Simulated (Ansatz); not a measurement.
The starting structures come from a database of crystals and need not be the phases stable at ambient conditions.

Here is the system:

```
CELL_PARAMETERS angstrom
      3.82886     0.00000     0.00000
     -1.91443     5.35268     0.00000
      0.00000     0.00000    13.05291
ATOMIC_POSITIONS crystal
  Si 0.75727 0.51454 0.94511
  Si 0.24273 0.48546 0.05489
  Si 0.24273 0.48546 0.44511
  Si 0.75727 0.51454 0.55489
  Si 0.42869 0.85738 0.15727
  Si 0.57131 0.14262 0.84273
  Si 0.57131 0.14262 0.65727
  Si 0.42869 0.85738 0.34273
  Si 0.97127 0.94254 0.90937
  Si 0.02873 0.05746 0.09063
  Si 0.02873 0.05746 0.40937
  Si 0.97127 0.94254 0.59063
```

Space group of this cell: Cmcm. The cell is strained (lengths along the current scaled by 1.03, ions clamped); by r2SCAN its mean pressure is -2.1 GPa.

Transport runs along the normal of the first two printed cell vectors.

The gap is the functional's own. No spin-orbit coupling. Mid-gap values are interpolated on the energy grid.

Task: Give the band gap and the smallest decay constant κ at mid-gap that r2SCAN run with Ansatz (an electronic-structure program) yields.

Result: Gap 0.70 eV on a 8×8×4 mesh; κ = 0.143 1/Å, at the zone centre.
